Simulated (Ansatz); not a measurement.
Start from SrCl2 in the fluorite structure (space group Fm-3m, No. 225).

```
SrCl2
1.0
    0.00000     3.45392     3.45392
    3.45392     0.00000     3.45392
    3.45392     3.45392     0.00000
Sr Cl
1 2
Direct
  0.00000   0.00000   0.00000
  0.25000   0.25000   0.25000
  0.75000   0.75000   0.75000
```

All numbers come from PBEsol (Ansatz, a program for electronic structure, PAW, without spin-orbit coupling).

Base values:

- Smallest direct gap: 5.34 eV
- Lattice parameter a: 690.8 pm
- Band gap: 5.25 eV
- Gap character: indirect, X → Γ

Perturbation: a hydrostatic pressure of 0.7 GPa.

Question: What happens to the smallest direct gap?

Answer: The smallest direct gap falls by 0.01 eV (5.34 eV → 5.33 eV).

Question: How does this affect the lattice parameter a?

Answer: The lattice parameter a decreases by 4.03 pm, from 690.8 pm to 686.7 pm.

Question: Estimate the effect on the band gap.

Answer: The band gap grows by 0.07 eV (5.25 eV → 5.32 eV).

Question: Estimate the effect on the gap character.

Answer: The gap character stays indirect, X → Γ.

Load acts through the strain it causes; cell and atoms are relaxed under it. Stability against distortions was not tested.
